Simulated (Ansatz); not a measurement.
# A computed series for MoSe2: pressure series

Consider MoSe$_{2}$ in the 2H-MoS2 type structure (space group P6_3/mmc, No. 194; layered, stacked along the Cartesian z axis).

```cif
data_Mo2Se4
_chemical_formula_sum 'Mo2 Se4'
_space_group_name_H-M_alt 'P63/mmc'
_space_group_IT_number 194
_space_group_name_Hall '-P 6c 2c'
_cell_length_a 3.27700
_cell_length_b 3.27700
_cell_length_c 12.73101
_cell_angle_alpha 90.000
_cell_angle_beta 90.000
_cell_angle_gamma 120.000
loop_
_atom_site_label
_atom_site_type_symbol
_atom_site_symmetry_multiplicity
_atom_site_Wyckoff_symbol
_atom_site_fract_x
_atom_site_fract_y
_atom_site_fract_z
_atom_site_occupancy
Mo1 Mo 2 c 0.33333 0.66667 0.25000 1
Se1 Se 4 f 0.66667 0.33333 0.11852 1
```

Cell and atoms are relaxed at each pressure.

Method: Ansatz (a first-principles code), PBE-D3(BJ), PAW, cutoff 420 eV, no spin-orbit coupling, earlier PAW set.

Candidates:
(a) pressure 50 GPa
(b) pressure 100 GPa
(c) pressure 7 GPa
(d) pressure −2 GPa
(e) pressure 30 GPa

Before the change:

- c/a ratio = 3.885

### Question
Order them by c/a ratio, highest first.

### Answer
(d) pressure −2 GPa (4.038), (b) pressure 100 GPa (3.852), (c) pressure 7 GPa (3.768), (a) pressure 50 GPa (3.763), (e) pressure 30 GPa (3.739)

The mesh was chosen for an insulator and is coarse for the gapless case. Load acts through the strain it causes; cell and atoms are relaxed under it. Stability against distortions was not tested. No other phases were tried under pressure. All final runs are without spin polarisation.
